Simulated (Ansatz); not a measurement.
# Ag, pressure series

Base system: Ag in the fcc (Cu type) structure (space group Fm-3m, No. 225; a = 4.1492 Å).

Cell and atoms are relaxed at each pressure.

Levels (all Ansatz, an electronic-structure program, PAW, earlier PAW set): PBE (420 eV, scalar-relativistic without spin-orbit coupling); r2SCAN (500 eV, no SOC).

The base cell above is that of PBE; each level relaxes its own structures.

| case | lattice parameter a, PBE | lattice parameter a, r2SCAN |
|---|---|---|
| pressure −2 GPa | 4.182 Å | 4.134 Å |
| pressure −1 GPa | 4.165 Å | 4.119 Å |
| pressure 0.9 GPa | 4.136 Å | 4.094 Å |
| pressure 2.1 GPa | 4.119 Å | 4.079 Å |
| pressure 4.5 GPa | 4.089 Å | 4.052 Å |
| pressure 9 GPa | 4.041 Å | 4.008 Å |
| pressure 15 GPa | 3.989 Å | 3.960 Å |
| pressure 22.5 GPa | 3.936 Å | 3.911 Å |
| pressure 30 GPa | 3.893 Å | 3.870 Å |

PBE lies above r2SCAN in every row, by 0.022 Å to 0.048 Å. They put the cases in the same order.

Load acts through the strain it causes; cell and atoms are relaxed under it. No phonon test of stability was made. No other phases were tried under pressure.
